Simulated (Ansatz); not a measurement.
**How a calculation on CuSe2 (P1, 6 atoms in the cell) responds to its settings**

```xyz
6
Lattice="5.0263 0.0000 0.0000 0.0000 6.1643 0.0000 0.0000 0.0000 3.7808" Properties=species:S:1:pos:R:3 pbc="T T T"
Cu     0.0612     0.0329     0.0237
Cu     2.5375     3.1086     1.8917
Se     0.9486     2.3848     0.0688
Se     4.0753     3.8365    -0.0817
Se     3.3806     0.6287     1.8496
Se     1.5625     5.4191     1.9191
```

Base run A: PBEsol, harder PAW files (source: ansatz) made with PBE (Ansatz, a program for electronic structure), self-consistent single point.

Its settings: basis.ecutwfc = 700 eV; kpoints.mp_grid.grid = 5 4 6; hamiltonian.xc = pbesol; hamiltonian.pseudopotentials = {kind: paw, source: ansatz}; scf.occupations.method = cold; scf.occupations.width = 0.2 eV.

The starting cell comes from a database of computed structures (which also holds hypothetical and non-ambient phases and stackings), without a prior relaxation at this level. Its atoms were displaced at random from the sites of space group no. 58. Spin polarisation is off. In the base run, forces exceed 1 eV/Å. Ansatz's pressure includes its estimate of the finite-basis (Pulay) stress. The run gives no clean gap (levels at the Fermi energy touch, overlap or are partly filled at this smearing), which alone does not show that the compound is a metal.

ΔF is the free energy per atom less that of run A. 

Run A gave: pressure (GPa) -1.94; largest force (eV/Å) 1.305; iterations 11.

Runs:
- B: scf.mixing.algorithm, scf.mixing.beta = anderson, 0.02
- C: scf.mixing.algorithm, scf.mixing.beta = anderson, 0.05
- D: scf.mixing.algorithm, scf.mixing.beta = anderson, 0.1
- E: scf.mixing.algorithm, scf.mixing.beta = anderson, 0.2
- F: scf.mixing.algorithm, scf.mixing.beta = anderson, 0.3
- G: scf.mixing.algorithm, scf.mixing.beta = anderson, 0.5
- H: scf.mixing.algorithm, scf.mixing.beta = anderson, 0.7
- I: scf.mixing.algorithm, scf.mixing.beta = anderson, 0.9
- J: scf.mixing.algorithm, scf.mixing.beta = anderson, 1

Which runs reach the base run's state, and which is quickest in iterations?

Runs B, C, D, E, F, G, H, I, J gave the same state as A (within 1 meV/atom). The fewest iterations to that state were 11 (A); the most were 38.

```json
[
 {"run": "A", "ΔF (meV/atom)": "0.00", "pressure (GPa)": "-1.94", "largest force (eV/Å)": "1.305", "iterations": "11"},
 {"run": "B", "ΔF (meV/atom)": "0.00", "pressure (GPa)": "-1.94", "largest force (eV/Å)": "1.305", "iterations": "38"},
 {"run": "C", "ΔF (meV/atom)": "0.00", "pressure (GPa)": "-1.94", "largest force (eV/Å)": "1.305", "iterations": "29"},
 {"run": "D", "ΔF (meV/atom)": "0.00", "pressure (GPa)": "-1.94", "largest force (eV/Å)": "1.305", "iterations": "21"},
 {"run": "E", "ΔF (meV/atom)": "0.00", "pressure (GPa)": "-1.94", "largest force (eV/Å)": "1.305", "iterations": "17"},
 {"run": "F", "ΔF (meV/atom)": "0.00", "pressure (GPa)": "-1.94", "largest force (eV/Å)": "1.305", "iterations": "16"},
 {"run": "G", "ΔF (meV/atom)": "0.00", "pressure (GPa)": "-1.94", "largest force (eV/Å)": "1.305", "iterations": "13"},
 {"run": "H", "ΔF (meV/atom)": "0.00", "pressure (GPa)": "-1.94", "largest force (eV/Å)": "1.305", "iterations": "12"},
 {"run": "I", "ΔF (meV/atom)": "0.00", "pressure (GPa)": "-1.94", "largest force (eV/Å)": "1.305", "iterations": "14"},
 {"run": "J", "ΔF (meV/atom)": "0.00", "pressure (GPa)": "-1.94", "largest force (eV/Å)": "1.305", "iterations": "14"}
]
```

Keys are those of Ansatz 0.2.
